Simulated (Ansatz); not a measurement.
Band structure of Ba₂PdO₃ (Immm, 6 atoms in the cell).

```
Ba2PdO3
1.0
   -1.93974     2.05751     6.68574
    1.93974    -2.05751     6.68574
    1.93974     2.05751    -6.68574
Ba Pd O
2 1 3
Cartesian
  0.00000   0.00000   8.62849
  0.00000   0.00000   4.74300
  0.00000   0.00000   0.00000
  0.00000   0.00000  11.30947
  0.00000   0.00000   2.06202
  0.00000   2.05751   0.00000
```

Method: PBEsol, PAW files made with PBE (plane waves; Ansatz, an electronic-structure program).

Settings: kpoints.mp_grid.grid = 6 6 6; hamiltonian.xc = pbesol; hamiltonian.pseudopotentials = {kind: paw} (the program's default PAW files); scf.occupations.method = fermi_dirac; scf.occupations.width = 0.1 eV; kpoints.band_path.npoints = 8.

The starting cell comes from a database of computed structures (which also holds hypothetical and non-ambient phases and stackings), without a prior relaxation at this level. Spin polarisation is off.

Levels in eV from the Fermi level, bands 25 to 32:
```tsv
point	25	26	27	28	29	30	31	32
Γ	-1.72	-1.51	-0.78	-0.60	0.07	2.49	2.51	3.81
X	-1.76	-1.63	-1.05	-0.93	0.26	3.34	4.54	5.00
L	-1.20	-0.65	-0.38	-0.01	1.38	2.53	4.03	4.40
T	-1.14	-0.64	-0.34	0.02	1.28	2.55	4.00	4.40
W	-1.14	-0.69	-0.32	0.01	1.37	2.57	3.51	5.06
R	-1.62	-1.59	-1.05	-0.96	0.28	3.28	4.69	4.93
X1	-1.76	-1.63	-1.05	-0.93	0.26	3.34	4.54	5.00
Z	-1.62	-1.53	-0.65	-0.48	-0.10	2.24	3.55	4.17
Y	-1.51	-0.75	-0.53	-0.34	2.39	4.22	4.62	4.64
S	-1.50	-0.76	-0.51	-0.30	2.53	4.35	4.44	4.51
```

Bands cross the Fermi level along this path, so the cell is metallic at this level.

Keys are those of Ansatz 0.2.
